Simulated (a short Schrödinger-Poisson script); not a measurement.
Structure: gated Al0.3Ga0.7N/GaN polarisation-induced gas, at 20 K.

```tsv
layer	material	thickness (nm)	Na (cm⁻³)
1	Al0.3Ga0.7N	15	-
2	GaN	6000	8e15
```

Constants are typed, rounded textbook-type inputs, not results; the design itself was drawn at random and stands for no fabricated device. Al0.3Ga0.7N: permittivity 9.32, conduction-band edge (eV) 0.414, gap (eV) 4.021, electron mass (mₑ) 0.236, Nv at 300 K (cm⁻³) 4.6e19. GaN: permittivity 9.5, conduction-band edge (eV) 0, gap (eV) 3.43, Nv at 300 K (cm⁻³) 4.6e19.

Channel valleys (confinement mass, in-plane density-of-states mass, number): Γ 0.2, 0.2, 1. At the gate the conduction-band edge of layer 1 lies 1.23 eV − eVg above the Fermi level of the channel; the field vanishes at the back. Sheet of polarisation charge: +1.5e13 e/cm² at 15 nm from the gate. The barrier under the gate holds no holes. Gaps are held at their typed values at every temperature. Mesh 0.08 nm at interfaces.

From a short Schrödinger-Poisson script (our own, NumPy): 1D Poisson equation in equilibrium, electrons quantum, Hartree plus LDA exchange-correlation (BenDaniel-Duke, 40 states a valley, the channel's in-plane mass for all, wave functions free to enter the barrier), parabolic valleys, classical holes, full ionisation, no traps, pinning or gate leakage.

The same stack at other levels of the model or other numerical settings:

| run | sheet density of all electrons at Vg = 0.5 V (cm⁻²) | sheet density of all electrons at Vg = -2 V (cm⁻²) | capacitance at Vg = 0.5 V (μF/cm²) | centroid of the channel electrons at Vg = 0.5 V (nm) | rough cost against the base |
|---|---|---|---|---|---|
| base | 1.22e13 | 4.17e12 | 0.526 | 1.41 | about 1 |
| electrons treated as classical, Boltzmann | 1.32e13 | 4.71e12 | 0.547 | 0.10 | 0.01 |
| electrons treated as classical, Fermi-Dirac | 1.20e13 | 4.18e12 | 0.508 | 1.34 | 0.05 |
| mesh six times as coarse | 1.22e13 | 4.16e12 | 0.527 | 1.36 | 0.3 |
| one subband a valley | 1.22e13 | 4.17e12 | 0.523 | 1.31 | 0.3 |

The classical rows ignore confinement, and Boltzmann statistics overrate the density once the band edge passes the Fermi level.
